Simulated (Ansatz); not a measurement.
Worked example: relaxation of cell and atoms of Hf2Si (I4/mcm, 6 atoms in the cell) in Ansatz (a first-principles code).

Method of the run: PBEsol, default PAW files made with PBE (plane waves; Ansatz).

The change in words: atoms on their sites; basis.ecutwfc: 420 eV → 355 eV; relax: default → cell and atoms. Reference geometry:
```
Hf2Si
1.0
   -3.28518     3.28518     2.59057
    3.28518    -3.28518     2.59057
    3.28518     3.28518    -2.59057
Hf Si
4 2
Direct
  0.84351   0.65649   0.50000
  0.15649   0.34351   0.50000
  0.66187   0.16187   0.82374
  0.34351   0.84351   0.18702
  0.75000   0.75000   0.00000
  0.25000   0.25000   0.00000
```

Reference input (self-consistent single point, DFT, PBEsol, plane waves, default PAW files made with PBE): basis.ecutwfc = 420 eV; kpoints.mp_grid.grid = 5 5 5; hamiltonian.xc = pbesol; hamiltonian.pseudopotentials = {kind: paw} (the program's default PAW files); scf.occupations.method = gaussian; scf.occupations.width = 0.1 eV. This run's input differs from it in these lines:

Ansatz 0.2 input:
```diff
@@ -9,3 +9,3 @@
     - { symbol: Hf, position: [0.156490, 0.343510, 0.500000] }
-    - { symbol: Hf, position: [0.661871, 0.161871, 0.823742] }
+    - { symbol: Hf, position: [0.656490, 0.156490, 0.812980] }
     - { symbol: Hf, position: [0.343510, 0.843510, 0.187020] }
@@ -14,3 +14,3 @@
 basis:
-  ecutwfc: 420.0
+  ecutwfc: 355.0
 kpoints:
@@ -22,2 +22,4 @@
   occupations: { method: gaussian, width: 0.1 }
+relax:
+  cell: {}
 output:
```

Output (repeated stretches shortened):

```
   [... SCF lines of the steps left out ...]
relax step   1: F+E_penalty+E_count = -63639.80097116 eV  Δ(F+E_penalty+E_count) = +0.000e0 eV  max|allowed force component| = 9.961e-3 eV/Å  Δτ_max = 0.0000 Å  P = -3.621 GPa  Ω = 111.834 Å³  (7 SCF iters, dr2 threshold 1.00e-7 eV, accepted)
relax step   2: F+E_penalty+E_count = -63639.72429428 eV  Δ(F+E_penalty+E_count) = +7.668e-2 eV  max|allowed force component| = 1.976e-1 eV/Å  Δτ_max = 0.0176 Å  P = +7.621 GPa  Ω = 104.087 Å³  energy of the carried Pulay correction = +1.577e-2 eV  [...]
   [... lines left out ...]
relax step   6: F+E_penalty+E_count = -63639.83355682 eV  Δ(F+E_penalty+E_count) = -1.032e-4 eV  max|allowed force component| = 2.443e-5 eV/Å  Δτ_max = 0.0000 Å  P = +0.000 GPa  Ω = 109.023 Å³  energy of the carried Pulay correction = +9.427e-5 eV  [...]
relax step   7: F+E_penalty+E_count = -63639.83341794 eV  Δ(F+E_penalty+E_count) = +1.389e-4 eV  max|allowed force component| = 3.593e-5 eV/Å  Δτ_max = 0.0000 Å  P = -0.000 GPa  Ω = 109.023 Å³  stress off target by 7.97e-4 GPa  SCF on the basis [...]
basis re-selected at this cell: Δ(F+E_penalty+E_count) = +1.389e-4 eV, ΔP = -0.001 GPa vs the last step
the relaxation is at rest under the 16 symmetry operations that the run kept from its start: a minimum is not shown …
Stability not checked: this state was not tested for a lower state beside it, because too few of the mixer's solves of this state at the end of the SCF gave a …
Free energy (F): -63639.833418 eV
Internal energy: -63639.821037 eV  (E = F + TS)
   [... lines left out ...]
Fermi energy:    18.556818 eV
  cell:  # Å, volume = 109.0235 Å³
   [... lines left out ...]
    - { symbol: Hf, position: [0.15646269696124893, 0.3435373030387511, 0.5] }
    - { symbol: Hf, position: [0.6564626969612489, 0.15646269696124893, 0.8129253939224979] }
    - { symbol: Hf, position: [0.3435373030387511, 0.8435373030387511, 0.18707460607750215] }
    - { symbol: Si, position: [0.75, 0.75, 1.4718074183067456e-21] }
    - { symbol: Si, position: [0.25, 0.25, 1.4718074183067445e-21] }
```

The run converged. 

Summary of the result:
* **Free energy E − TS (on the zero of these files)**: -63639.8334 eV
* **Fermi level (on the code's own zero)**: 18.56 eV
* **Pressure**: 0.00 GPa
* **Final cell**: a = b = c = 5.275 Å, α = β = 103.68°, γ = 121.80°
* **Final volume per atom**: 18.17 Å³
* **Relaxation steps**: 7

The starting cell comes from a database of computed structures (which also holds hypothetical and non-ambient phases and stackings), without a prior relaxation at this level. Its lattice was rescaled by up to half a per cent. The relaxation keeps the symmetry of its start, so its end need not be a minimum. Ansatz's pressure includes its estimate of the finite-basis (Pulay) stress. The cutoff lies below the one recommended for these files.

Cost on one core of a shared machine: roughly 60 s.
